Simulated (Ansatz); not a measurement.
# Pressure series in GaCuSe2

Start from GaCuSe$_{2}$ in the chalcopyrite structure (space group I-42d, No. 122; a = 5.608 Å, c = 11.098 Å).

Cell and atoms are relaxed at each pressure.

Computed with r2SCAN/PAW in Ansatz (a first-principles code), spin-orbit coupling left out.

Candidates:
(a) pressure 1.8 GPa
(b) pressure 4.2 GPa
(c) pressure 30 GPa
(d) pressure 9 GPa

Before the change:

The band gap is 0.57 eV.

### Question
Order them by band gap, highest first.

### Answer
(c) pressure 30 GPa (1.67 eV), (d) pressure 9 GPa (1.06 eV), (b) pressure 4.2 GPa (0.82 eV), (a) pressure 1.8 GPa (0.68 eV)

Load acts through the strain it causes; cell and atoms are relaxed under it. No phonon test of stability was made. No other phases were tried under pressure. All final runs are without spin polarisation.
